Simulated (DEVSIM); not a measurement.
Structure: illuminated Si p-on-n cell, one wavelength, with a back-surface field, at 300 K.

Layer 1 from the left is Si, thickness (μm) 0.590, Na (cm⁻³) 7e17, τn (s) 2.5e-5, τp (s) 4.3e-7, absorption coefficient (cm⁻¹) 6000. Layer 2 from the left is Si, thickness (μm) 29.0, Nd (cm⁻³) 8.6e15, τn (s) 3.1e-5, τp (s) 3.1e-5, absorption coefficient (cm⁻¹) 6000. Layer 3 from the left is Si, thickness (μm) 0.850, Nd (cm⁻³) 1.5e18, τn (s) 3.1e-5, τp (s) 3.1e-5, absorption coefficient (cm⁻¹) 6000.

Left contact: ohmic, minority electron recombination velocity 200 cm/s. Right contact: ohmic, minority hole recombination velocity 30000 cm/s. Voltage is applied to the left contact. Recombination: SRH at mid-gap, radiative, Auger. Gap narrowing is on: ΔEg = 6.92 meV × (l + √(l² + 0.5)), l = ln(N/1.3e17 cm⁻³), shared equally by both band edges. Light enters at the left, 2.3e18 photons cm⁻² s⁻¹, one pass, no reflection. Mobility is μmin + (μ − μmin)/(1 + (N/Nref)^α).

The device is made up for the run: typed textbook-type constants, with dimensions and the other settings drawn at random. Values at 300 K.

Si: gap (eV) 1.124, affinity (eV) 4.05, permittivity 11.7, Nc (cm⁻³) 2.86e19, Nv (cm⁻³) 3.1e19, μn (cm²/Vs) 1417, μp (cm²/Vs) 470, μn,min 52, μp,min 45, Nref,n 9.7e16, Nref,p 2.2e17, αn 0.68, αp 0.72, B (cm³/s) 4.7e-15, Cn (cm⁶/s) 2.8e-31, Cp (cm⁶/s) 9.9e-32.

Simulated with DEVSIM: 1D drift-diffusion, Boltzmann statistics, complete ionisation; no tunnelling, impact ionisation, image-force lowering or self-heating.

Dark forward current:

```tsv
|V| (V)	|J| (A/cm²)
0.05	1.551e-10
0.10	5.751e-10
0.15	1.885e-9
0.20	6.633e-9
0.25	2.755e-8
0.30	1.390e-7
0.35	8.159e-7
0.40	5.232e-6
0.45	3.501e-5
0.50	0.0002387
0.55	0.001639
0.60	0.01123
0.65	0.07461
0.70	0.4625
0.75	2.706
0.80	14.48
0.85	66.83
0.90	264.7
0.95	944.3
1.00	3053
```

### Question
Work out the local ideality factor n = ΔV / (kT/q · ln(J2/J1)) between the rows 0.15 and 0.20 V, 0.50 and 0.55 V, 0.95 and 1.00 V.

### Answer
kT/q = 25.85 mV. From 0.15 to 0.20 V: ln(6.633e-9/1.885e-9) = 1.258, n = 1.54. From 0.50 to 0.55 V: ln(0.001639/0.0002387) = 1.927, n = 1.00, near the 1 of diffusion or emission over a barrier. From 0.95 to 1.00 V: ln(3053/944.3) = 1.173, n = 1.65.

### Question
What current could the absorbed light give at most, and what share is collected?

### Answer
Σ αd = 18.3, so qΦ(1 − exp(−Σ αd)) = 369 mA/cm². The simulated short-circuit current is 367.1 mA/cm², a share of 1.00.

### Question
Estimate the open-circuit voltage by superposition: the voltage at which the dark current equals that short-circuit current.

### Answer
Interpolating ln J in the table gives 0.694 V. The simulation gives 0.694 V, the same within the digits that matter. Superposition holds where collection doesn't change with voltage.

### Question
Estimate the fill factor from FF0 = (v − ln(v + 0.72))/(v + 1), v = qVoc/(nkT), with n from the dark curve.

### Answer
The rows about Voc, 0.65 and 0.70 V, give n = 1.06, so v = 25.3 and FF0 = 0.838. The simulation gives 0.839, the same within the digits that matter.
